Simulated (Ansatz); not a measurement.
# B_N in zinc-blende BN

All values below come from PBE, PAW (plane waves to 420 eV; Ansatz, an electronic-structure program). Cell: 64 sites, 2×2×2; final energies on a 2×2×2 shifted mesh. Site at the start: the N site. Charged cells carry a point-charge image correction with potential alignment at far atoms. Dielectric constants: PBE linear response of the host. Host gap at this level: 4.46 eV. Finite-size and sampling errors can reach tenths of an eV here. Levels are measured in PBE's own, too narrow, gap. Spin–orbit coupling is left out. Each state is the lowest found from its start.

Formation energies E_f are given with the Fermi level at the valence-band maximum. Chemical conditions: B-rich (Δμ(B) = 0.00 eV, Δμ(N) = -2.35 eV; only phases computed here count, gases as isolated molecules at 0 K); N-rich (Δμ(B) = -2.35 eV, Δμ(N) = 0.00 eV; only phases computed here count, gases as isolated molecules at 0 K). Reference phases: B: alpha boron, N: N2 molecule in a box.

| charge | moment (μB) | largest move off a lattice site (Å) | image correction with alignment (eV) | E_f, B-rich (eV) | E_f, N-rich (eV) | above the lowest spin state (eV) |
|---|---|---|---|---|---|---|
| +4† | not spin-polarised | 0.27 | 4.19 | – | – | 0.00 |
| +3* | quenched | 0.25 | – | – | – | 0.00 |
| +2† | not spin-polarised | 0.28 | 1.07 | – | – | 0.00 |
| +1 | 1.0 | 0.24 | 0.23 | 4.49 | 9.19 | 0.00 |
| 0† | 0.0 | 0.23 | 0.04 | 5.25 | 9.95 | 0.00 |
| 0† | not spin-polarised | 0.23 | 0.04 | 5.25 | 9.95 | 0.00 |

* At this level the carrier isn't localised at the defect: at charge +3 holes occupy the valence band. Such a state is shallow or no state of the defect, and this cell gives it no level.

† Not settled in this cell, so no level is given: charge +4: a large or scattered potential alignment, level within 0.1 eV of a band edge or past it; charge +2: level within 0.1 eV of a band edge or past it; charge 0: a dipole correction that the other charges lack.

Starting moments that weren't kept: charge +3 began with 1 μB and ended with 0.0; charge 0 began with 2 μB and ended with 0.0.

Flagged in the runs: a doubtful potential alignment.
